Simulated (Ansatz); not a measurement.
Base system: LiNbO$_{3}$ (space group R3c, No. 161).

```yaml
crystal:
  lattice:
    - [2.56733, 1.48225, 4.60804]
    - [-2.56733, 1.48225, 4.60804]
    - [0.00000, -2.96450, 4.60804]
  atoms:
    - { symbol: Li, position: [0.28078, 0.28078, 0.28078] }
    - { symbol: Li, position: [0.78078, 0.78078, 0.78078] }
    - { symbol: Nb, position: [0.99839, 0.99839, 0.99839] }
    - { symbol: Nb, position: [0.49839, 0.49839, 0.49839] }
    - { symbol: O, position: [0.10932, 0.35998, 0.71863] }
    - { symbol: O, position: [0.71863, 0.10932, 0.35998] }
    - { symbol: O, position: [0.35998, 0.71863, 0.10932] }
    - { symbol: O, position: [0.21863, 0.85998, 0.60932] }
    - { symbol: O, position: [0.85998, 0.60932, 0.21863] }
    - { symbol: O, position: [0.60932, 0.21863, 0.85998] }
```

Cartesian axes are those of the cell as printed.

Structures relaxed with PBEsol, PAW, 420 eV (Ansatz, a quantum-chemistry and plane-wave program; without spin-orbit coupling).

Base:

Simulated powder pattern, Co Kα, λ = 1.79026 Å (kinematic, ideal powder, no thermal factors, no anomalous dispersion; the 10 strongest lines at most, above 2 %, up to 2θ = 90°):

```json
[
 {"2θ (°)": "27.70", "I/Imax (%)": "100", "hkl": "(012)"},
 {"2θ (°)": "38.30", "I/Imax (%)": "38", "hkl": "(104)"},
 {"2θ (°)": "40.81", "I/Imax (%)": "22", "hkl": "(110)"},
 {"2θ (°)": "50.04", "I/Imax (%)": "12", "hkl": "(202)"},
 {"2θ (°)": "57.20", "I/Imax (%)": "18", "hkl": "(024)"},
 {"2θ (°)": "62.94", "I/Imax (%)": "26", "hkl": "(116)"},
 {"2θ (°)": "66.47", "I/Imax (%)": "15", "hkl": "(122)"},
 {"2θ (°)": "67.52", "I/Imax (%)": "7.5", "hkl": "(018)"},
 {"2θ (°)": "72.63", "I/Imax (%)": "14", "hkl": "(214)"},
 {"2θ (°)": "74.30", "I/Imax (%)": "11", "hkl": "(300)"}
]
```

After one change:

Simulated powder pattern, Co Kα, λ = 1.79026 Å (kinematic, ideal powder, no thermal factors, no anomalous dispersion; the 10 strongest lines at most, above 2 %, up to 2θ = 90°):

```csv
2θ (°),I/Imax (%)
27.58,100
38.29,37
40.49,22
46.82,7.3
49.70,12
56.95,18
62.87,25
65.97,15
72.19,14
73.65,11
```

Q: Which change produced these results?
A. biaxial strain +0.75 %, plane normal [001], relaxed out of plane
B. biaxial strain +3.00 %, plane normal [001], relaxed out of plane
C. biaxial strain +2.25 %, plane normal [001], relaxed out of plane

A: A, biaxial strain +0.75 %, plane normal [001], relaxed out of plane. Its volume per atom is 10.63 Å³ against 10.52 Å³, and its space group is R3c (No. 161).

No phonon test of stability was made.
